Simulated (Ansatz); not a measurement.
The starting structures come from a database of crystals and need not be the phases stable at ambient conditions.

Tunnelling through a barrier is set by its complex band structure: the current falls as exp(−2κd) with the smallest κ.

Data:

```
ZnHIO4
1.0
    5.68977    -0.19062     0.00000
    0.48430     6.26827     0.00000
    2.84488    -0.09531     5.70631
Zn H I O
2 2 2 8
Cartesian
  5.76507   3.89596   5.38746
  2.67804   0.85713   0.31884
  4.65999   2.37096   0.32523
  7.74702   5.40979   5.38108
  6.85495   5.17682   2.29393
  3.76791   2.13799   3.41237
  1.26414   4.65815   0.57596
  3.86687   1.42871   5.13035
  4.95434  -0.00793   2.03546
  8.04138   3.03090   3.67085
  2.07323   0.33226   2.14155
  5.16027   3.37109   3.56476
  3.74448   2.50098   0.64547
  6.83151   5.53981   5.06084
```

The cell was relaxed by PBE-D3(BJ); by r2SCAN it stands under a pressure of -2.7 GPa.

Transport runs along the normal of the first two printed cell vectors.

The gap is the functional's own. No spin-orbit coupling. Mid-gap values are those at the computed energy nearest the middle.

Question: Give the band gap and the smallest decay constant κ at mid-gap that r2SCAN (Ansatz, a program for electronic structure) yields.

Answer: Gap 3.82 eV on a 6×6×6 mesh; κ = 0.544 1/Å, at (0.167, 0.167) of the in-plane reciprocal vectors. At the zone centre the slowest state has κ = 0.56 1/Å.
